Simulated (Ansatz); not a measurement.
Structures of equal composition on the (0001) surface of hcp Ru: a pseudomorphic layer of Ni in the host's stacking; a pseudomorphic layer of Ni in the other hollow. The slabs share one bottom face, and each structure is named by its start. These are constructed structures in small cells; real faces may alloy, dewet or reconstruct in larger ones, and not all known structures of the face are among them. Slabs of about 11 Å, Fermi-Dirac smearing of 0.1 eV. Bottom of the slabs: a bare face, its two planes held. Relaxed from the named starts with such symmetry as they have, on meshes of like density; energies extrapolated to zero smearing; spin only where a row says so; no spin-orbit coupling, no U. Brackets mark spin-polarised runs, whose order is one that fits the cell.

Computed with PBE (plane waves to 420 eV, PAW; Ansatz, an electronic-structure program).

Problem. Order them by energy per 1x1 cell (lowest first) at the level PBE.

Solution. a pseudomorphic layer of Ni in the host's stacking (0.000 eV [spin, 0.3 μB a cell]), a pseudomorphic layer of Ni in the other hollow (0.088 eV [spin, 0.4 μB a cell])
